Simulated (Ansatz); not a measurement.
The parent structure is Bi$_{2}$Se$_{3}$ in the Bi2Te3 type structure (space group R-3m, No. 166).

```
Bi2Se3
1.0
    2.07230     1.19644     9.75526
   -2.07230     1.19644     9.75526
    0.00000    -2.39289     9.75526
Bi Se
2 3
Direct
  0.39938   0.39938   0.39938
  0.60062   0.60062   0.60062
  0.00000   0.00000   0.00000
  0.21420   0.21420   0.21420
  0.78580   0.78580   0.78580
```

Cartesian axes are those of the cell as printed.

Level of theory: plane-wave PAW DFT at the r2SCAN+rVV10 level (Ansatz, a quantum-chemistry and plane-wave program, 500 eV), without spin-orbit coupling.

Strains are applied to the cell and any free atomic positions relax.

One change was made to it. Results:

The hole mass becomes 0.48 mₑ (at Γ) (base: 0.38 mₑ along c, 0.24 mₑ across (at Γ)); the valence-band top at Γ (three highest levels, from the VBM) goes from 0.00, -1.23, -1.23 eV to 0.00, -1.08, -1.08 eV; the energy rises by 2.0 meV/atom; the pressure (mean of the normal stresses, compression positive) goes from zero to -0.53 GPa.

**Question.** Name the change that was made.
(A) uniaxial strain ε_zz = +2.75 %
(B) uniaxial strain ε_zz = −1.00 %
(C) isotropic strain +1.55 %

**Answer.** A, uniaxial strain ε_zz = +2.75 %. For comparison, the valence-band top at Γ in the other runs: isotropic strain +1.55 % gives 0.00, -1.07, -1.07 eV; uniaxial strain ε_zz = −1.00 % gives 0.00, -1.29, -1.29 eV.

With Bi present, leaving out spin-orbit coupling can change the band edges. The levels and masses belong to the bands next to the band gap. Masses are band curvatures over ±0.01 Å⁻¹ around the edge. Whether these cells are dynamically stable was not tested.
